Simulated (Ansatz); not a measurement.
The reference is a 16-atom supercell of AlP in the zinc blende structure (space group F-43m, No. 216; a = 5.508 Å) at its relaxed geometry.

Method: DFT with PBE, PAW potentials and a 420 eV plane-wave cutoff in Ansatz (an electronic-structure program), spin-orbit coupling left out.

Base values:

| Property | Result |
|---|---|
| Mean distance from the defect site to its nearest host atoms | 2.38 Å |

Now apply this change: a neutral Al on a P site (antisite), atoms relaxed at fixed cell, starting from a slightly rattled geometry.

Tabulated Pauling electronegativity and covalent radius: P 2.19, 1.07 Å; Al 1.61, 1.21 Å.

Task: What happens to the largest displacement of a host atom from its site in the perfect cell and mean distance from the defect site to its nearest host atoms?

Result: The largest displacement of a host atom from its site in the perfect cell comes out as 0.12 Å; the mean distance from the defect site to its nearest host atoms goes up by 0.12 Å, from 2.38 Å to 2.50 Å.

Other magnetic orders, which the real material may have, were not ruled out. In so small a cell the defect repeats every few ångströms: this is an ordered compound, not a dilute defect. The defect cell is spin-polarised and ends with 0.3 μB, a fractional moment that hangs on the mesh and smearing.
